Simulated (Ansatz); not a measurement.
**DyAg2 (I4/mmm, No. 139)**

The numbers are results of PBEsol in Ansatz (PAW), not measurements.

Run with plane-wave cutoff 500 eV, 20×20×20 k mesh, Fermi–Dirac smearing 0.1 eV, spin-polarised start, scalar-relativistic PAW data made under PBE.

Cell: relaxed at this level.

```
Property                               Result
------------------------------  -------------
volume per atom                 20.80 Å³/atom
equilibrium lattice constant a        3.667 Å
c axis length                         9.283 Å
band gap                        zero (no gap)
```

Note: the magnetic order was assumed, not searched for or taken from measurement; the 4f shell is treated without U or exact exchange, so its levels and filling can be wrong.

Spin–orbit coupling is not included.

Computed values are for the static lattice.

Computing time: around 20 core-minutes (rough).

Ansatz is a program for electronic structure.
